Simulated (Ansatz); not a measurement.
## Response to strain in HgSe

Take HgSe in the zinc blende structure (space group F-43m, No. 216) as the base.

```yaml
crystal:
  lattice:
    - [0.00000, 3.03148, 3.03148]
    - [3.03148, 0.00000, 3.03148]
    - [3.03148, 3.03148, 0.00000]
  atoms:
    - { symbol: Hg, position: [0.00000, 0.00000, 0.00000] }
    - { symbol: Se, position: [0.25000, 0.25000, 0.25000] }
```

Cartesian axes are those of the cell as printed.

Strains are applied to the cell and any free atomic positions relax; under biaxial strain the out-of-plane vector relaxes too.

Level of theory: plane-wave PAW DFT at the LDA level (Ansatz, a program for electronic structure, 420 eV), scalar-relativistic without spin-orbit coupling.

Notes on the quantities. energy relative to the base: free energy F; pressure: mean of the normal stresses, compression positive.

| case | energy relative to the base | pressure | shortest interatomic distance |
|---|---|---|---|
| base | 0 meV/atom | 0.0 GPa | 2.625 Å |
| biaxial strain −3.00 %, plane normal [001], relaxed out of plane | +6.5 meV/atom | 0.8 GPa | 2.614 Å |
| biaxial strain −2.50 %, plane normal [001], relaxed out of plane | +4.5 meV/atom | 0.7 GPa | 2.616 Å |
| biaxial strain −1.50 %, plane normal [001], relaxed out of plane | +1.6 meV/atom | 0.4 GPa | 2.620 Å |
| biaxial strain −1.00 %, plane normal [001], relaxed out of plane | +0.7 meV/atom | 0.3 GPa | 2.622 Å |
| biaxial strain −0.50 %, plane normal [001], relaxed out of plane | +0.2 meV/atom | 0.1 GPa | 2.624 Å |
| biaxial strain +0.50 %, plane normal [001], relaxed out of plane | +0.2 meV/atom | -0.1 GPa | 2.627 Å |
| biaxial strain +1.50 %, plane normal [001], relaxed out of plane | +1.5 meV/atom | -0.4 GPa | 2.631 Å |
| biaxial strain +2.00 %, plane normal [001], relaxed out of plane | +2.6 meV/atom | -0.5 GPa | 2.634 Å |
| biaxial strain +3.00 %, plane normal [001], relaxed out of plane | +5.8 meV/atom | -0.7 GPa | 2.638 Å |

A case with no gap was solved on a k-mesh chosen for an insulator, which is coarse for it. Whether these cells are dynamically stable was not tested. The final runs are not spin-polarised.
